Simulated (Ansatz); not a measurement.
The starting structures come from a database of crystals and need not be the phases stable at ambient conditions.

 Where the default PAW files enter, the runs use the earlier of Ansatz's two default sets.

Crystal: K$_{2}$Pt (Fm-3m, not sure to be the ambient phase, 3 atoms a cell, 36.0 Å³ an atom); planes in its conventional cell.

Computed with r2SCAN (plane waves, PAW; Ansatz, a quantum-chemistry and plane-wave program).

No gap correction and no spin-orbit coupling; mid-gap values are interpolated between computed energies.

```json
[
 {"plane": "(111)", "area of the cell (Å²)": "24.8", "mid-gap κ (1/Å)": "0.23", "largest κ in the gap (1/Å)": "0.24"},
 {"plane": "(001)", "area of the cell (Å²)": "28.6", "mid-gap κ (1/Å)": "…", "largest κ in the gap (1/Å)": "…"},
 {"plane": "(110)", "area of the cell (Å²)": "40.4", "mid-gap κ (1/Å)": "0.24", "largest κ in the gap (1/Å)": "…"}
]
```

The slowest decay depends on the direction. Supply the withheld values.


- (001), mid-gap κ (1/Å): 0.27
- (001), largest κ in the gap (1/Å): 0.28
- (110), largest κ in the gap (1/Å): 0.26
